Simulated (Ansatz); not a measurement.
Take GaAs in the zinc blende structure (space group F-43m, No. 216) as the base.

```xyz
2
Lattice="0.0000 2.8295 2.8295 2.8295 0.0000 2.8295 2.8295 2.8295 0.0000" Properties=species:S:1:pos:R:3 pbc="T T T"
As     4.2443     4.2443     4.2443
Ga     0.0000     0.0000     0.0000
```

The other end (x = 1) is AlAs in the zinc blende structure (space group F-43m, No. 216): 22.84 Å³/atom, gap 1.34 eV.

All numbers come from PBEsol, PAW, 420 eV (Ansatz, a program for electronic structure; without spin-orbit coupling).

Al replaces a fraction x of Ga; each row is one arrangement (x, atoms in the cell, starting space group or random), fully relaxed.

One change was made to it. Results:

```json
[
 {"quantity": "band gap", "base": "0.42 eV", "after": "1.33 eV"},
 {"quantity": "deviation of the volume from the linear (Vegard-type) interpolation", "base": "–", "after": "0.0 %"},
 {"quantity": "shortest interatomic distance", "base": "2.450 Å", "after": "2.454 Å"}
]
```

Question: What was done to the base?
(A) x(Al) = 0.25, 8 atoms, P-43m
(B) x(Al) = 0.75, 8 atoms, P-4m2
(C) x(Al) = 0.5, 8 atoms, Cm

Answer: B, x(Al) = 0.75, 8 atoms, P-4m2. For comparison, the band gap in the other runs: x(Al) = 0.25, 8 atoms, P-43m gives 0.75 eV; x(Al) = 0.5, 8 atoms, Cm gives 1.12 eV.

These are small ordered cells, not random alloys; other orderings at the same x differ. Whether these cells are dynamically stable was not tested.
